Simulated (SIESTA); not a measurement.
Band structure of Nb3B4 (Immm, 7 atoms in the cell).

```
CELL_PARAMETERS angstrom
     -1.59340     1.67497     7.14835
      1.59340    -1.67497     7.14835
      1.59340     1.67497    -7.14835
ATOMIC_POSITIONS crystal
  Nb 0.18476 0.68476 0.50000
  Nb 0.81524 0.31524 0.50000
  Nb 0.00000 0.00000 0.00000
  B  0.43557 0.43557 0.00000
  B  0.56443 0.56443 0.00000
  B  0.36766 0.86766 0.50000
  B  0.63234 0.13234 0.50000
```

Computed with GGA PBEsol, numerical atomic orbitals DZP, PseudoDojo PBEsol standard norm-conserving potentials (rewritten from UPF to PSML) run with SIESTA 5.4.2.

Settings: XC.functional = GGA; XC.authors = PBEsol; potentials = PseudoDojo PBEsol standard; PAO.BasisSize = DZP; PAO.EnergyShift = 0.01 Ry; MeshCutoff = 300 Ry; kgrid.MonkhorstPack = 7 7 7; OccupationFunction = FD; ElectronicTemperature = 1160.45 K; MaxSCFIterations = 150; SCF.Mixer.Method = Pulay; SCF.Mixer.Weight = 0.25; SCF.Mixer.History = 6; SCF.DM.Tolerance = 1.0E-05.

The starting cell comes from a database of computed structures (which also holds hypothetical and non-ambient phases and stackings), without a prior relaxation at this level. Its lattice was rescaled by a random factor within 2.5 % of one. Spin polarisation is off. Values carry the incompleteness of an atom-centred basis.

Levels in eV from the Fermi level, bands 22 to 27:
| point | 22 | 23 | 24 | 25 | 26 | 27 |
|---|---|---|---|---|---|---|
| Γ | -3.11 | -2.77 | -2.16 | 0.27 | 0.51 | 0.83 |
| X | -2.74 | -2.67 | -2.36 | -0.66 | -0.57 | 0.34 |
| L | -3.46 | -3.23 | -1.52 | -1.40 | 2.16 | 2.59 |
| T | -3.46 | -3.24 | -1.51 | -1.36 | 2.25 | 2.59 |
| W | -3.46 | -3.24 | -1.52 | -1.35 | 2.25 | 2.60 |
| R | -2.93 | -2.70 | -2.31 | -0.74 | -0.47 | 0.07 |
| X1 | -2.74 | -2.67 | -2.36 | -0.66 | -0.57 | 0.34 |
| Z | -3.28 | -3.20 | -1.48 | 0.63 | 0.77 | 0.83 |
| Y | -2.37 | -2.00 | -1.20 | -0.98 | -0.58 | -0.36 |
| S | -2.26 | -1.96 | -1.36 | -1.25 | -0.25 | -0.15 |
| L1 | -3.46 | -3.23 | -1.52 | -1.40 | 2.16 | 2.59 |
| Y1 | -2.37 | -2.00 | -1.20 | -0.98 | -0.58 | -0.36 |

Bands cross the Fermi level along this path, so the cell is metallic at this level.

Higher empty bands are left out: an atom-centred basis made for the valence describes them poorly.
